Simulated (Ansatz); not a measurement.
# MgO, pressure series

Take MgO in the rock salt structure (space group Fm-3m, No. 225; a = 4.2141 Å) as the base.

Cell and atoms are relaxed at each pressure.

Calculations: Ansatz (a program for electronic structure) PBEsol, no SOC.

```json
[
 {"change": "base", "band gap": "4.62 eV", "volume per atom": "9.35 Å³", "electron mass": "0.34 mₑ (at Γ)"},
 {"change": "pressure −2 GPa", "band gap": "4.50 eV", "volume per atom": "9.48 Å³", "electron mass": "0.34 mₑ (at Γ)"},
 {"change": "pressure −1 GPa", "band gap": "4.56 eV", "volume per atom": "9.42 Å³", "electron mass": "0.34 mₑ (at Γ)"},
 {"change": "pressure 0.9 GPa", "band gap": "4.67 eV", "volume per atom": "9.30 Å³", "electron mass": "0.34 mₑ (at Γ)"},
 {"change": "pressure 2.1 GPa", "band gap": "4.75 eV", "volume per atom": "9.23 Å³", "electron mass": "0.35 mₑ (at Γ)"},
 {"change": "pressure 4.5 GPa", "band gap": "4.88 eV", "volume per atom": "9.11 Å³", "electron mass": "0.35 mₑ (at Γ)"},
 {"change": "pressure 9 GPa", "band gap": "5.13 eV", "volume per atom": "8.89 Å³", "electron mass": "0.36 mₑ (at Γ)"},
 {"change": "pressure 15 GPa", "band gap": "5.43 eV", "volume per atom": "8.63 Å³", "electron mass": "0.37 mₑ (at Γ)"},
 {"change": "pressure 22.5 GPa", "band gap": "5.79 eV", "volume per atom": "8.35 Å³", "electron mass": "0.38 mₑ (at Γ)"},
 {"change": "pressure 30 GPa", "band gap": "[?]", "volume per atom": "[?]", "electron mass": "[?]"}
]
```

**Question.** What belongs in the blanks?

**Answer.** 
- pressure 30 GPa, band gap: 6.11 eV
- pressure 30 GPa, volume per atom: 8.12 Å³
- pressure 30 GPa, electron mass: 0.39 mₑ (at Γ)

Load acts through the strain it causes; cell and atoms are relaxed under it. Masses are band curvatures over ±0.01 Å⁻¹ around the edge. Whether these cells are dynamically stable was not tested. No other phases were tried under pressure.
